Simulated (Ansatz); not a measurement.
Hf2Al4C5: response to strain

Take Hf₂Al₄C₅ (space group R-3m, No. 166; a = 3.311 Å, c = 40.677 Å (hexagonal axes); a cell from a computed database, its experimental status unchecked) as the base. Axes: x lies along a and z along c of the hexagonal cell.

Strains are applied to the cell and any free atomic positions relax; under biaxial strain the out-of-plane vector relaxes too.

Method: Kohn–Sham DFT with the PBEsol functional, run in Ansatz (an electronic-structure program) with PAW and 420 eV plane waves, no spin-orbit coupling.

Notes on the quantities. energy relative to the base: free energy F; pressure: mean of the normal stresses, compression positive.

```csv
variant,volume per atom,energy relative to the base,pressure
base,11.70 Å³,0 meV/atom,0.0 GPa
"biaxial strain +0.85 %, plane normal [001], relaxed out of plane",11.86 Å³,+2.5 meV/atom,-2.6 GPa
"biaxial strain +3.48 %, plane normal [001], relaxed out of plane",12.35 Å³,+39 meV/atom,-9.7 GPa
isotropic strain +2.38 %,12.56 Å³,+34 meV/atom,-12.0 GPa
uniaxial strain ε_yy = −3.88 %,11.25 Å³,+23 meV/atom,8.6 GPa
```

Without a gap, meshes like the base's 13×13×13 leave anisotropic stresses uncertain by several tenths of a GPa, and small strain energies with them. Whether these cells are dynamically stable was not tested. All final runs are without spin polarisation.
